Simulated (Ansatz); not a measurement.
What biaxial strain +2.00 %, plane normal [001], relaxed out of plane does to W

The reference is W in the bcc (W type) structure (space group Im-3m, No. 229; a = 3.1353 Å; relaxed with 0.1 eV smearing). Axes: x, y, z lie along the cube axes.

One thing is altered: tensile biaxial strain of 2.00 % in the plane normal to [001], as in epitaxy on a mismatched substrate; the out-of-plane cell vector and the atoms relax.

Computed with Ansatz (a quantum-chemistry and plane-wave program) LDA, no spin-orbit coupling. k-mesh 29×29×29 (Γ-centred); smearing 0.1 eV (Fermi–Dirac).

The volume per atom rises by 0.38 Å³ (15.41 Å³ → 15.79 Å³) and the space group goes from Im-3m (No. 229) to I4/mmm (No. 139). The shortest interatomic distance rises by 0.023 Å (2.715 Å → 2.738 Å) and the energy grows by 23 meV/atom. The pressure (mean of the normal stresses, compression positive) goes from zero to -7.6 GPa and the band gap stays zero. The out-of-plane strain comes out as -1.49 % and the ratio −ε⊥/ε∥ comes out as 0.75. The mean in-plane stress (compression positive) is -11.4 GPa.

Final structure (turned so that z lies along the plane normal):

```
W
1.0
    3.19800     0.00000     0.00000
    0.00000     3.19800     0.00000
    1.59900    -1.59900     1.54427
W
1
Direct
  0.00000   0.00000   0.00000
```

Cost of the whole job for the changed cell (relaxation, final SCF and bands): roughly 120 core-seconds.

Stability against distortions was not tested. All final runs are without spin polarisation.
